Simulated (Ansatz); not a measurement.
**CuI: thickness series**

The reference is CuI (space group P-3m1, No. 164; a cell from a computed database, its experimental status unchecked; layered, stacked along the Cartesian z axis).

CuI has the trigonal space group P-3m1 (No. 164), Pearson symbol hP4. Conventional cell: a = b = 4.0949 Å, c = 7.2120 Å, α = β = 90.00°, γ = 120.00°. Cu on 2d has 4 I at 2.575–2.669 Å (tetrahedral). I on 2d sees 4 Cu at 2.575–2.669 Å. (Neighbours: up to the widest gap in distance over summed covalent radii, below 1.35, at either atom; cation-cation and far metal-metal contacts left out.)

Free-standing slabs (4 atom(s) a layer) normal to the stacking axis with 15 Å of vacuum; in-plane cell relaxed.

Method: r2SCAN+rVV10 (Ansatz, an electronic-structure program, PAW, no spin-orbit coupling).

Notes on the quantities. electron mass: in plane; excess energy per area of both faces: slab less bulk energy over the cell's area: twice a surface energy.

```csv
change,band gap,thickness between the outermost nuclei,electron mass,in-plane lattice parameter a,excess energy per area of both faces
base,2.09 eV,–,–,4.095 Å,–
1 layer,2.58 eV,3.82 Å,0.37 mₑ (at Γ),4.097 Å,0.26 J/m²
2 layers,2.34 eV,11.06 Å,0.32 mₑ (at Γ),4.096 Å,0.27 J/m²
3 layers,2.25 eV,18.26 Å,0.31 mₑ (at Γ),4.096 Å,0.27 J/m²
```

The excess energy carries the mismatch between the slab's and the bulk's meshes. Spin-orbit coupling, missing from the scalar runs, can matter with I. Effective masses come from finite differences of ±0.01 Å⁻¹. No phonon test of stability was made. The final runs are not spin-polarised. This is not the structure that CuI has at room temperature and ambient pressure.
